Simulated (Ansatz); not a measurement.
## Response to strain in AlN

Consider AlN in the wurtzite structure (space group P6_3mc, No. 186; a = 3.089 Å, c = 4.943 Å).

Strains are applied to the cell and any free atomic positions relax.

Computed with LDA, PAW, 420 eV (Ansatz, a first-principles code; without spin-orbit coupling).

Notes on the quantities. energy relative to the base: free energy F; pressure: mean of the normal stresses, compression positive.

| variant | band gap | energy relative to the base | pressure |
|---|---|---|---|
| base | 4.42 eV | 0 meV/atom | -0.01 GPa |
| isotropic strain +0.60 % | 4.26 eV | +2.2 meV/atom | -3.66 GPa |
| isotropic strain +1.20 % | 4.10 eV | +8.4 meV/atom | -7.04 GPa |
| isotropic strain +1.80 % | 3.95 eV | +19 meV/atom | -10.17 GPa |
| isotropic strain +2.40 % | [?] | [?] | [?] |
| isotropic strain +3.00 % | 3.65 eV | +50 meV/atom | -15.73 GPa |

### Question
Complete the table.

### Answer

- isotropic strain +2.40 %, band gap: 3.80 eV
- isotropic strain +2.40 %, energy relative to the base: +33 meV/atom
- isotropic strain +2.40 %, pressure: -13.06 GPa

Whether these cells are dynamically stable was not tested.
